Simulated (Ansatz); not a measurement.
Consider LuBi in the rock salt structure (space group Fm-3m, No. 225; a = 6.1320 Å; a cell from a computed database, its experimental status unchecked; relaxed with 0.1 eV smearing). Axes: x, y, z lie along the cube axes.

Method: Ansatz (a program for electronic structure), PBEsol, PAW, cutoff 420 eV, scalar-relativistic without spin-orbit coupling.

It is then changed as follows: a pure shear with ε_xy = ε_yx = -0.0253, atoms relaxed at fixed cell.

Question: Predict the stress tensor and what it implies for the stiffness.

Answer: Stress of the strained cell less that of the base (GPa, compression positive):
```
    0.0     1.1     0.0
    1.1     0.0     0.0
    0.0     0.0     0.0
```

Then −Δσ/γ with γ = 2ε = -0.0506 gives secant stiffness values (nonlinear terms included at this strain): C66 ≈ 23 GPa.

As a check, the harmonic strain energy −½ V₀ Δσ:ε is 5.2 meV/atom; the computed energy rise is 5.2 meV/atom.

Whether these cells are dynamically stable was not tested.
